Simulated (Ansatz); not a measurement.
The parent structure is Sc in the hcp (Mg type) structure (space group P6_3/mmc, No. 194; a = 3.319 Å, c = 5.166 Å). Axes: x lies along a and z along c of the hexagonal cell.

Computed with PBE (Ansatz, a first-principles code), no SOC.

For the base:

The pressure is 0.0 GPa, the shortest interatomic distance is 3.216 Å and the band gap is zero.

Modification: compressive biaxial strain of 2.30 % in the plane normal to [001], as in epitaxy on a mismatched substrate; the out-of-plane cell vector and the atoms relax.

Q: What does the calculation give for the pressure, shortest interatomic distance and band gap after the change?

A: The pressure (mean of the normal stresses, compression positive) goes from zero to 2.0 GPa; the shortest interatomic distance goes up by 0.003 Å (3.216 Å → 3.219 Å); the band gap remains zero.

Without a gap, meshes like the base's 16×16×9 leave anisotropic stresses uncertain by several tenths of a GPa, and small strain energies with them. Stability against distortions was not tested. All final runs are without spin polarisation.
